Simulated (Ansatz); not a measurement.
Abridged Ansatz (a program for electronic structure) output:

```
Pseudopotential: Mo, paw, valence charge 14
Pseudopotential: Se, paw, valence charge 16
Crystal: 6 atoms, lattice volume = 111.398 Å³
Basis set: ecut = 420 eV, 2225 PW (Γ), exchange–correlation on 48×48×180 points (8 copies of the dense FFT grid, shifted against one another)
Bands: 52, of which v1, the nominal top of the filled ones, is band 46 counted from 1 (45 counted from 0)
Symmetry: 24 space group operations
k-points: 38 of 432
Functional: x = pbesol(κ = 0.804, μ = 0.12345679012345678), c = pbesol(β = 0.046)
SCF iter   1: F=—  HF=-31498.751604 eV  |F-HF|=—  |Δ(HF+E_count)|=         —  Δρ=6.39e-3  dr2=3.99e-2  ethr=1.77e-3  ⟨swp⟩=5.7  Hψ=6770  notcnv=0
SCF iter   2: F=—  HF=-31498.752395 eV  |F-HF|=—  |Δ(HF+E_count)|=   7.91e-4  Δρ=3.18e-3  dr2=4.73e-3  ethr=4.34e-5  ⟨swp⟩=2.0  Hψ=3131  notcnv=0  defer=12
SCF 1 converged in 9 iterations: F = -31498.754564 eV  dr2 = 5.81e-11
SCF converged after 9 iterations
Free energy (F): -31498.754564 eV
Internal energy: -31498.754518 eV  (E = F + TS)
E sigma→0 (E₀):  -31498.754541 eV
Entropy (-TS):   -0.000045 eV (-0.008 meV/atom)
Fermi energy:    14.189213 eV
  E_disp       = -2.783310  (pairwise vdW)
--- Forces (eV/Å), atoms counted from 1 ---
  atom   1  Mo    -0.00000000     0.00000000     0.00000000
  atom   2  Mo     0.00000000    -0.00000000     0.00000000
  atom   3  Se    -0.00000000     0.00000000     0.00007975
  atom   4  Se     0.00000000    -0.00000000     0.00007975
  atom   5  Se     0.00000000    -0.00000000    -0.00007975
  atom   6  Se    -0.00000000     0.00000000    -0.00007975
--- Stress (GPa, compression-positive) ---
        0.003654      -0.000000       0.000000
        0.000000       0.003654       0.000000
        0.000000       0.000000       0.001776
  P = ⅓ Tr σ = 0.0030 GPa (0.030 kbar)
```

**Question.** What was computed, and what are the main results?

**Answer.** MoSe2, 6 atoms in the cell, with Ansatz PBEsol-D3(BJ), spin-orbit coupling left out. The last SCF converged to F = -31498.754564 eV, or -5249.7924 eV per atom, at a pressure of 0.00 GPa. The total energy compares only with runs of the same code, potentials and settings.

No phonon test of stability was made. The cell is MoSe2 in the 2H-MoS2 type structure (space group P6_3/mmc, No. 194; layered, stacked along the Cartesian z axis).
